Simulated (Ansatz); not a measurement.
Results of r²SCAN-D4 (plane waves, PAW; Ansatz, a program for electronic structure) for Mn3O4 (within 0.1 Å of I4₁/amd, No. 141; cell taken from a computed entry).

Settings: plane-wave cutoff 500 eV, 8×8×8 k mesh, gaussian smearing 0.02 eV, spin-polarised start, scalar-relativistic PAW data made under PBE.

Cell (relaxed at this level):

```yaml
crystal:
  lattice:
    - [5.53129, -2.85967, 0.02624]
    - [5.53129, 2.85967, 0.02624]
    - [-2.97747, 0.00000, 4.89011]
  atoms:
    - { symbol: Mn, position: [0.62569, 0.62569, 0.37692] }
    - { symbol: Mn, position: [0.37431, 0.37431, 0.62308] }
    - { symbol: Mn, position: [0.00000, 0.00000, 0.00000] }
    - { symbol: Mn, position: [0.50000, 0.00000, 0.00000] }
    - { symbol: Mn, position: [0.00000, 0.50000, 0.00000] }
    - { symbol: Mn, position: [0.00000, 0.00000, 0.50000] }
    - { symbol: O, position: [0.76929, 0.21752, 0.24473] }
    - { symbol: O, position: [0.23071, 0.78248, 0.75527] }
    - { symbol: O, position: [0.78248, 0.23071, 0.75527] }
    - { symbol: O, position: [0.21752, 0.76929, 0.24473] }
    - { symbol: O, position: [0.75740, 0.75740, 0.78556] }
    - { symbol: O, position: [0.24260, 0.24260, 0.21444] }
    - { symbol: O, position: [0.24314, 0.24314, 0.76819] }
    - { symbol: O, position: [0.75686, 0.75686, 0.23181] }
```

Predict the band gap.


- band gap: 0.97 eV (on the SCF k mesh)

Note: the magnetic order was assumed, not searched for or taken from measurement; a distance lies near a switch of the dispersion term, which can move the cell; the formula asks for a mixed valence, which symmetry can spread over equal sites; charge order can open a gap.

It cost around 4 core-hours (rough) of CPU time.
